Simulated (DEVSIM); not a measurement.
Device: abrupt In0.53Ga0.47As n-p junction, at 300 K.

Layer 1 from the left is In0.53Ga0.47As, thickness (μm) 3.40, Nd (cm⁻³) 3.6e16, τn (s) 6.6e-8, τp (s) 6.6e-8. Layer 2 from the left is In0.53Ga0.47As, thickness (μm) 1.30, Na (cm⁻³) 1.4e16, τn (s) 6.6e-8, τp (s) 6.6e-8.

Left contact: ohmic. Right contact: ohmic. Voltage is applied to the left contact. Recombination: SRH at mid-gap, Auger. Mobility is constant in doping.

This is a model device: material constants are rounded textbook-type values typed into the input, and sizes, dopings and lifetimes were drawn at random. Values at 300 K.

In0.53Ga0.47As: gap (eV) 0.74, affinity (eV) 4.51, permittivity 13.9, Nc (cm⁻³) 2.1e17, Nv (cm⁻³) 7.7e18, μn (cm²/Vs) 12000, μp (cm²/Vs) 300, Cn (cm⁶/s) 5e-29, Cp (cm⁶/s) 5e-29.

Estimate by hand the built-in potential, the peak field at zero bias, the capacitance at 1.5 V, and compare with a numerical solution.


- Built-in potential: ni = √(Nc Nv) exp(−Eg/2kT) = 7.74e11 cm⁻³ with Eg = 0.740 eV; Vbi = kT/q ln(Na Nd/ni²) = 0.531 V; numerical 0.531 V.
- Peak field at zero bias: depletion approximation: W = √(2εVbi/(qN)) = 0.285 μm with N = 1.01e16 cm⁻³; field = 2Vbi/W = 37300 V/cm; numerical 35500 V/cm (estimate above by 5.2 %).
- Capacitance at 1.5 V: C = √(qεN / 2(Vbi + |V|)) = 22.1 nF/cm²; numerical 22.4 nF/cm² (estimate below by 1.3 %).

Model (solved in DEVSIM): 1D drift-diffusion, Boltzmann statistics, complete ionisation; no tunnelling, impact ionisation, image-force lowering or self-heating.
